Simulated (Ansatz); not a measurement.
Results of r²SCAN+rVV10 in Ansatz (plane waves, PAW) for BN (Fmm2, No. 42, 2 atoms in the cell; start mp-685145; a measured phase of this formula has another space group).

Numerical settings: plane-wave cutoff 560 eV, 16×16×16 k mesh, Fermi–Dirac smearing 0.01 eV, scalar-relativistic PAW data made under PBE.

Cell (relaxed at this level):

```yaml
crystal:
  lattice:
    - [0.00000, 3.29484, 2.16330]
    - [1.25098, 0.00000, 2.16330]
    - [1.25098, 3.29484, 0.00000]
  atoms:
    - { symbol: B, position: [0.00012, 0.00012, 0.99988] }
    - { symbol: N, position: [0.66658, 0.66658, 0.33342] }
```

Problem. Give the computed band gap and direct gap at Γ.

Solution. 
* **band gap**: 3.90 eV (on the SCF k mesh)
* **direct gap at Γ**: 6.88 eV

Note: the relaxation could not lower the start's symmetry, so the cell can be a saddle point above a distorted one.

Computed values are for the static lattice.

A start named mp-… is a Materials Project structure, which need not be a measured phase.

Ansatz is a program for electronic structure.
